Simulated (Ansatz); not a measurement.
**A computed series for ZnO: response to strain**

The parent structure is ZnO in the wurtzite structure (space group P6_3mc, No. 186; a = 3.187 Å, c = 5.153 Å). Axes: x lies along a and z along c of the hexagonal cell.

Strains are applied to the cell and any free atomic positions relax.

The values are results of DFT with LDA, PAW potentials and a 420 eV plane-wave cutoff in Ansatz (an electronic-structure program), no SOC, not measurements.

Notes on the quantities. energy relative to the base: free energy F; pressure: mean of the normal stresses, compression positive.

| case | band gap | energy relative to the base | pressure |
|---|---|---|---|
| base | 0.80 eV | 0 meV/atom | 0.00 GPa |
| tensor shear ε_xz = +2.00 % | 0.78 eV | +2.1 meV/atom | -0.06 GPa |
| tensor shear ε_xz = +1.67 % | 0.79 eV | +1.5 meV/atom | -0.04 GPa |
| tensor shear ε_xz = +1.00 % | 0.80 eV | ? | -0.01 GPa |
| tensor shear ε_xz = +0.33 % | 0.80 eV | +0.1 meV/atom | 0.00 GPa |
| tensor shear ε_xz = +0.67 % | 0.80 eV | +0.2 meV/atom | -0.01 GPa |
| tensor shear ε_xz = +1.33 % | 0.79 eV | +1.0 meV/atom | -0.03 GPa |

Problem. Complete the table.

Solution. 
- tensor shear ε_xz = +1.00 %, energy relative to the base: +0.5 meV/atom

No phonon test of stability was made.
